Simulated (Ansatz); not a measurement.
Start from BaP$_{3}$ (space group C2/m, No. 12; a cell from a computed database, its experimental status unchecked).

```
CELL_PARAMETERS angstrom
      5.87787    -3.85150     0.00000
      5.87787     3.85150     0.00000
     -1.82660     0.00000     4.42426
ATOMIC_POSITIONS crystal
  Ba 0.82640 0.82640 0.68591
  Ba 0.17360 0.17360 0.31409
  P  0.59109 0.59109 0.97729
  P  0.40891 0.40891 0.02271
  P  0.18456 0.64935 0.29165
  P  0.81544 0.35065 0.70835
  P  0.35065 0.81544 0.70835
  P  0.64935 0.18456 0.29165
```

Cartesian axes are those of the cell as printed.

Calculations: plane-wave PAW DFT at the r2SCAN level (Ansatz, a program for electronic structure, 500 eV), spin-orbit coupling left out, earlier PAW set.

The change: uniaxial strain ε_yy = +5.45 %, all other strain components held at zero; the atoms relax in the strained cell.

Q: Predict the stress tensor and what it implies for the stiffness.

A: Stress of the strained cell less that of the base (GPa, compression positive):
```
  -1.42    0.00    0.28
   0.00   -3.89    0.00
   0.28    0.00   -1.31
```

Then −Δσ_ii/ε with ε = 0.0545 gives secant stiffness values (nonlinear terms included at this strain): C22 ≈ 71 GPa, C12 ≈ 26 GPa and C23 ≈ 24 GPa.

As a check, the harmonic strain energy −½ V₀ Δσ:ε is 17 meV/atom; the computed energy rise is 17 meV/atom.

Whether these cells are dynamically stable was not tested.
